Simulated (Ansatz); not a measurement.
Short convergence ladders for YAlSi (Cm, 6 atoms in the cell)

```xyz
6
Lattice="1.9802 -5.1435 0.0000 1.9802 5.1435 0.0000 0.0000 0.0000 5.6765" Properties=species:S:1:pos:R:3 pbc="T T T"
Y      1.9802     2.0039     1.4691
Y      1.9802    -2.0039     4.2574
Al     0.0000     0.0000     2.8383
Al     0.0000     0.0000     0.0000
Si     1.9802     1.0113     4.2574
Si     1.9802    -1.0113     1.4191
```

Base method: LDA (PW92), default PAW files made with PBE (plane waves; Ansatz, a program for electronic structure).

Base settings: basis.ecutwfc = 420 eV; kpoints.mp_grid.grid = 8 8 5; hamiltonian.xc = lda; hamiltonian.pseudopotentials = {kind: paw} (the program's default PAW files); scf.occupations.method = fermi_dirac; scf.occupations.width = 0.1 eV.

The count of work is k-points × plane waves × bands × iterations; it is no time. Core times come from one kind of shared machine, to one figure; runs under 30 s give none.

**Shifted k-point meshes**

In this ladder: kpoints.mp_grid.shift = 0.5 0.5 0.5.

Only quantities that move along the ladder and can be compared are tabulated.

| kpoints.mp_grid.grid | free energy less the last step's (meV/atom) | pressure (GPa) | largest difference of a force vector from the last step's (eV/Å) | count of work / last |
|---|---|---|---|---|
| 2 2 1 | 206.64 | -3.83 | 1.119 | 0.0022 |
| 2 2 2 | 96.64 | -2.67 | 0.597 | 0.0033 |
| 3 3 2 | 7.85 | -2.24 | 0.099 | 0.0065 |
| 5 5 3 | -7.00 | -2.76 | 0.032 | 0.026 |
| 6 6 4 | 2.78 | -2.72 | 0.054 | 0.046 |
| 8 8 5 | 0.29 | -2.69 | 0.011 | 0.10 |
| 10 10 7 | -0.26 | -2.71 | 0.002 | 0.21 |
| 17 17 12 | 0.00 | -2.71 | 0.000 | 1.0 |

Coarsest kpoints.mp_grid.grid that holds the pressure within 1 GPa of the last step, with all finer ones: 2 2 2, at 0.0033 of the last step's count of work; the step before is off by 1.1 GPa.

Coarsest kpoints.mp_grid.grid that holds the forces within 0.005 eV/Å of the last step, with all finer ones: 10 10 7, at 0.21 of the last step's count of work; the step before is off by 0.011 eV/Å.

Coarsest kpoints.mp_grid.grid that holds the free energy within 1 meV/atom of the last step, with all finer ones: 8 8 5, at 0.10 of the last step's count of work; the step before is off by 2.8 meV/atom.

**The k-point mesh at a smearing width of 0.3 eV**

In this ladder: scf.occupations.width = 0.3 eV.

Only quantities that move along the ladder and can be compared are tabulated.

| kpoints.mp_grid.grid | free energy less the last step's (meV/atom) | pressure (GPa) | largest difference of a force vector from the last step's (eV/Å) | count of work / last | core time / last (rough) |
|---|---|---|---|---|---|
| 3 3 2 | 6.32 | -2.71 | 0.142 | 0.0086 | – |
| 4 4 3 | 1.17 | -2.38 | 0.061 | 0.018 | – |
| 5 5 3 | 1.44 | -2.33 | 0.016 | 0.026 | – |
| 6 6 4 | -0.66 | -2.39 | 0.009 | 0.051 | – |
| 7 7 5 | 0.37 | -2.37 | 0.009 | 0.078 | – |
| 10 10 7 | 0.01 | -2.37 | 0.000 | 0.21 | 0.2 |
| 14 14 10 | 0.00 | -2.38 | 0.000 | 0.58 | 0.6 |
| 17 17 12 | 0.00 | -2.38 | 0.000 | 1.0 | 1 |

Coarsest kpoints.mp_grid.grid that holds the forces within 0.01 eV/Å of the last step, with all finer ones: 6 6 4, at 0.051 of the last step's count of work; the step before is off by 0.016 eV/Å.

Coarsest kpoints.mp_grid.grid that holds the pressure within 0.1 GPa of the last step, with all finer ones: 4 4 3, at 0.018 of the last step's count of work; the step before is off by 0.33 GPa.

Coarsest kpoints.mp_grid.grid that holds the free energy within 2 meV/atom of the last step, with all finer ones: 4 4 3, at 0.018 of the last step's count of work; the step before is off by 6.3 meV/atom.

**The width of Methfessel-Paxton smearing**

In this ladder: kpoints.mp_grid.grid = 13 13 8; scf.occupations.method = methfessel_paxton.

Narrow widths need finer meshes than wide ones, so the last steps can hold mesh noise.

Only quantities that move along the ladder and can be compared are tabulated; pressure and forces are left out, as mesh noise rules them at narrow widths.

```csv
scf.occupations.width,free energy less the last step's (meV/atom),core time / last (rough)
1 eV,13.79,1
0.5 eV,0.64,1
0.3 eV,-0.18,1.0
0.2 eV,-0.14,1
0.1 eV,0.00,1
```

Widest scf.occupations.width that holds the free energy within 1 meV/atom of the last step, with all finer ones: 0.5 eV; the step before is off by 14 meV/atom.

On the base run: the starting cell comes from a database of computed structures (which also holds hypothetical and non-ambient phases and stackings), without a prior relaxation at this level. Its lattice was rescaled by up to half a per cent. One atom was moved a little off its site on purpose. Ansatz's pressure includes its estimate of the finite-basis (Pulay) stress.

Left out of this page: 2 runs of the series outside the window shown, repeating another row's setting, or not comparable.

Keys are those of Ansatz 0.2.
